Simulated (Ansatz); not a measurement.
The starting structures come from a database of crystals and need not be the phases stable at ambient conditions.

By PBEsol, the system below comes out a metal.

The ballistic (Sharvin) conductance counts the channels at the Fermi level: G/A = (e²/h) × channels of both spins per area.

```yaml
crystal:
  lattice:
    - [2.90676, 0.00000, 0.00000]
    - [0.00000, 7.47291, 0.00000]
    - [1.45338, 0.00000, 2.51733]
  atoms:
    - { symbol: Re, position: [0.66667, 0.25000, 0.66667] }
    - { symbol: Re, position: [0.33333, 0.75000, 0.33333] }
    - { symbol: B, position: [0.66667, 0.54780, 0.66667] }
    - { symbol: B, position: [0.33333, 0.45220, 0.33333] }
    - { symbol: B, position: [0.33333, 0.04780, 0.33333] }
    - { symbol: B, position: [0.66667, 0.95220, 0.66667] }
```

Space group of this cell: P6_3/mmc. The cell is taken as given; by PBEsol its mean pressure is -4.6 GPa.

The current flows along the normal of the first two printed cell vectors, the (100) plane of the conventional cell. No spin-orbit coupling; the value is a mean over 0.1 eV about the Fermi level.

Problem. Predict the ballistic conductance per area from PBEsol (Ansatz, a quantum-chemistry and plane-wave program).

Solution. 0.47 × 10¹⁵ S/m² for both spins.
